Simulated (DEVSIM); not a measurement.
illuminated Ge n-on-p cell, one wavelength, with a back-surface field

System: illuminated Ge n-on-p cell, one wavelength, with a back-surface field, at 300 K.

```csv
layer (left to right),material,thickness (μm),Nd (cm⁻³),Na (cm⁻³),τn (s),τp (s),absorption coefficient (cm⁻¹)
1,Ge,0.0520,7.5e17,-,2.6e-8,6e-8,28000
2,Ge,230,-,2.6e17,8.5e-7,8.5e-7,28000
3,Ge,1.50,-,1.5e18,8.5e-7,8.5e-7,28000
```

Left contact: ohmic, minority hole recombination velocity 200 cm/s. Right contact: ohmic, minority electron recombination velocity 200 cm/s. Voltage is applied to the left contact. Recombination: SRH at mid-gap, radiative, Auger. Light enters at the left, 9.5e17 photons cm⁻² s⁻¹, one pass, no reflection. Mobility is constant in doping.

This is a model device: material constants are rounded textbook-type values typed into the input, and sizes, dopings and lifetimes were drawn at random. Values at 300 K.

```
parameter           Ge
-------------  -------
gap (eV)         0.664
affinity (eV)        4
permittivity        16
Nc (cm⁻³)      1.04e19
Nv (cm⁻³)         6e18
μn (cm²/Vs)       3900
μp (cm²/Vs)       1900
B (cm³/s)      6.4e-14
Cn (cm⁶/s)       1e-31
Cp (cm⁶/s)       1e-31
```

Model (solved in DEVSIM): 1D drift-diffusion, Boltzmann statistics, complete ionisation; no tunnelling, impact ionisation, image-force lowering or self-heating.

```yaml
potential_step_across_the_device_at_zero_bias: 0.560 V
Dark forward voltage at 1 A/cm²: 0.329 V
Dark forward voltage at 100 A/cm²: 0.470 V
short_circuit_current: 152 mA/cm²
open_circuit_voltage: 0.280 V
fill_factor: 0.71
largest_power: 30.1 mW/cm²
share_of_generated_pairs_collected_at_short_circuit: 0.996
```

Current under light (generator sign):

| V (V) | J (mA/cm²) |
|---|---|
| 0.00 | 152 |
| 0.02 | 152 |
| 0.04 | 152 |
| 0.08 | 152 |
| 0.10 | 151 |
| 0.14 | 151 |
| 0.16 | 150 |
| 0.18 | 148 |
| 0.20 | 145 |
| 0.22 | 137 |
| 0.24 | 119 |
| 0.26 | 82.1 |
| 0.28 | 1.46 |
| 0.30 | -173 |

Dark forward current:

```csv
V (V),J (A/cm²)
-0.05,-2.1e-5
-0.10,-0.00015
-0.15,-0.0010
-0.20,-0.0069
-0.25,-0.047
-0.30,-0.32
-0.35,-2.2
-0.40,-14
-0.45,-64
-0.50,-200
-0.55,-480
-0.60,-1100
-0.65,-2500
```
